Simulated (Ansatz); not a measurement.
The parent structure is Ta2N in the anti-CdI2 type structure (space group P-3m1, No. 164; a = 3.067 Å, c = 4.884 Å).

Computed with DFT with r2SCAN+rVV10, PAW potentials and a 500 eV plane-wave cutoff in Ansatz (an electronic-structure program), without spin-orbit coupling.

For the base:

- Lattice parameter a = 3.067 Å

Perturbation: hydrostatic tension (pressure −2 GPa).

### Question
Estimate the effect on the lattice parameter a.

### Answer
The lattice parameter a rises by 0.0078 Å (3.067 Å → 3.074 Å).

Load acts through the strain it causes; cell and atoms are relaxed under it. Whether these cells are dynamically stable was not tested. The final runs are not spin-polarised. An odd electron count without spin: Ta2N.
